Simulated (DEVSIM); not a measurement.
# Schottky contact on n-type GaAs

Device: Schottky contact on n-type GaAs, at 300 K.

```
layer (left to right)  material  thickness (μm)  Nd (cm⁻³)   τn (s)   τp (s)
---------------------  --------  --------------  ---------  -------  -------
1                          GaAs            9.70     2.8e15  3.3e-10  3.3e-10
```

Left contact: Schottky, work function 5.1 eV, emission velocity 1.1e7 cm/s. Right contact: ohmic. Voltage is applied to the left contact. Recombination: SRH at mid-gap, radiative, Auger. Mobility is μmin + (μ − μmin)/(1 + (N/Nref)^α).

The device is made up for the run: typed textbook-type constants, with dimensions and the other settings drawn at random. Values at 300 K.

```csv
parameter,GaAs
gap (eV),1.424
affinity (eV),4.07
permittivity,12.9
Nc (cm⁻³),4.7e17
Nv (cm⁻³),9e18
μn (cm²/Vs),8500
μp (cm²/Vs),400
"μn,min",500
"μp,min",20
"Nref,n",6e16
"Nref,p",1.5e17
αn,0.39
αp,0.38
B (cm³/s),2e-10
Cn (cm⁶/s),1e-30
Cp (cm⁶/s),1e-30
```

Model (solved in DEVSIM): 1D drift-diffusion, Boltzmann statistics, complete ionisation; no tunnelling, impact ionisation, image-force lowering or self-heating. Metal contacts follow the ideal Schottky-Mott rule: no Fermi-level pinning, no interface dipoles.

```json
{
  "potential_step_across_the_device_at_zero_bias": "0.898 V",
  "largest_field_in_the_device_at_zero_bias": "26000 V/cm",
  "Dark forward voltage at 1 A/cm²": "0.682 V",
  "Dark forward voltage at 100 A/cm²": "0.838 V"
}
```

Dark reverse current:

```tsv
V (V)	J (A/cm²)
-0.10	-3.5e-9
-0.25	-7.0e-9
-0.50	-1.2e-8
-0.75	-1.7e-8
-1.00	-2.1e-8
-1.50	-2.8e-8
-2.00	-3.4e-8
-2.50	-4.0e-8
-3.25	-4.8e-8
-4.00	-5.5e-8
-5.00	-6.4e-8
```

Dark forward current:

(V (V), J (A/cm²)): (0.05, 4.2e-9); (0.15, 4.3e-8); (0.30, 1.3e-6); (0.40, 2.6e-5); (0.50, 0.00099); (0.65, 0.30); (0.75, 12); (0.85, 130); (0.95, 350); (1.10, 750); (1.20, 1000); (1.30, 1300); (1.45, 1800); (1.55, 2100)
